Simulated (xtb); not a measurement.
xtb 6.7.1, GFN2-xTB: CSc1cc2sc(-c3ccc(F)o3)cc2s1, 23 atoms. The geometry is a generated start, not checked to be a minimum at this level.

```yaml
run_flags: --grad
method: GFN2-xTB
"--acc": 1 (default)
"--etemp (K)": 300 (default)
basis_functions: 89
valence_electrons: 82
```

```xyz
23

C      5.4414    -0.1905     0.7261
S      4.8515    -0.0881    -0.9798
C      3.1085    -0.0908    -0.7240
C      2.2747     0.9460    -1.0765
C      0.9180     0.6407    -0.7551
S     -0.6035     1.4727    -0.9089
C     -1.4334     0.1378    -0.2118
C     -2.8646     0.1830    -0.0344
C     -3.7085    -0.7876     0.4895
C     -5.0260    -0.2696     0.4526
C     -4.9208     0.9858    -0.0895
F     -5.9511     1.8175    -0.2974
O     -3.6294     1.2698    -0.3859
C     -0.5896    -0.9022     0.1251
C      0.7673    -0.5951    -0.1956
S      2.2894    -1.4314    -0.0440
H      5.1842    -1.1557     1.1703
H      5.0127     0.6137     1.3305
H      6.5299    -0.0879     0.7352
H      2.6037     1.8707    -1.5340
H     -3.4091    -1.7596     0.8562
H     -5.9399    -0.7445     0.7772
H     -0.9054    -1.8349     0.5742
```

One run each on 1 thread. Values of broydamp tried: 0.02, 0.05, 0.1, 0.2, 0.4 (default), 0.6, 0.8, 1.

Q: Predict the course of the SCC iterations along this series.

A: Fewest SCC iterations, within one of each other: 0.2 with 13, 0.4 (default) with 13, 0.6 with 14, 0.8 with 14. The count rises to 20 at 0.02. All converge to one solution.

```csv
broydamp,SCC iterations,end
0.02,20,same solution
0.05,18,same solution
0.1,16,same solution
0.2,13,same solution
0.4 (default),13,same solution
0.6,14,same solution
0.8,14,same solution
1,15,same solution
```
